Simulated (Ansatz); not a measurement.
Base system: BN in the zinc blende structure (space group F-43m, No. 216; a = 3.606 Å). Axes: x, y, z lie along the cube axes.

Computed with DFT with PBEsol, PAW potentials and a 420 eV plane-wave cutoff in Ansatz (a program for electronic structure), no SOC.

It is then changed as follows: the cell is compressed by 0.50 % along z with no lateral relaxation, atoms relaxed at fixed cell.

Task: Predict the stress tensor and what it implies for the stiffness.

Result: Stress of the strained cell less that of the base (GPa, compression positive):
```
   0.93    0.00    0.00
   0.00    0.93    0.00
   0.00    0.00    3.98
```

Then −Δσ_ii/ε with ε = -0.0050 gives relaxed-ion elastic constants: C33 ≈ 797 GPa, C13 ≈ 186 GPa and C23 ≈ 186 GPa.

Whether these cells are dynamically stable was not tested.
